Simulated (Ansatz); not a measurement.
# Hf₂Ge (I4/mcm, No. 140, 6 atoms in the cell; start mp-9939)

Method: LDA in Ansatz (PAW).

Numerical settings: plane-wave cutoff 500 eV, 10×10×10 k mesh, Fermi–Dirac smearing 0.05 eV, scalar-relativistic PAW data made under PBE.

Cell (relaxed at this level):

```yaml
crystal:
  lattice:
    - [-3.24280, 3.24280, 2.60195]
    - [3.24280, -3.24280, 2.60195]
    - [3.24280, 3.24280, -2.60195]
  atoms:
    - { symbol: Hf, position: [0.34477, 0.15523, 0.50000] }
    - { symbol: Hf, position: [0.65523, 0.84477, 0.50000] }
    - { symbol: Hf, position: [0.15523, 0.65523, 0.81046] }
    - { symbol: Hf, position: [0.84477, 0.34477, 0.18954] }
    - { symbol: Ge, position: [0.25000, 0.25000, 0.00000] }
    - { symbol: Ge, position: [0.75000, 0.75000, 0.00000] }
```

```yaml
band_gap: zero (no gap)
```

Note: the relaxation could not lower the start's symmetry, so the cell can be a saddle point above a distorted one.

Spin–orbit coupling is not included.

Static lattice: no zero-point or thermal effects.

It cost very roughly 3 core-minutes of CPU time.

A start named mp-… is a Materials Project structure, which need not be a measured phase.

Ansatz is a quantum-chemistry and plane-wave program.
